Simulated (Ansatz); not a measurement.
Take HfN in the rock salt structure (space group Fm-3m, No. 225; a = 4.5018 Å; relaxed with 0.1 eV smearing) as the base. Axes: x, y, z lie along the cube axes.

The values are results of PBEsol (Ansatz, a first-principles code, PAW, without spin-orbit coupling), not measurements.

A first run, uniaxial strain ε_yy = +1.82 %, gives secant values C11 ≈ 570 GPa and C12 ≈ 110 GPa from its stress. A second run applies uniaxial stress, 2 GPa tension along x.

What does linear elasticity predict for Young's modulus in the second run, and what does the run give?

Linear elasticity: (C11 − C12)(C11 + 2 C12)/(C11 + C12) = 530 GPa. The run gives 590 GPa; any difference comes from nonlinear terms at these strains and numerical noise.

Stability under load was not tested beyond the relaxation. The final runs are not spin-polarised.
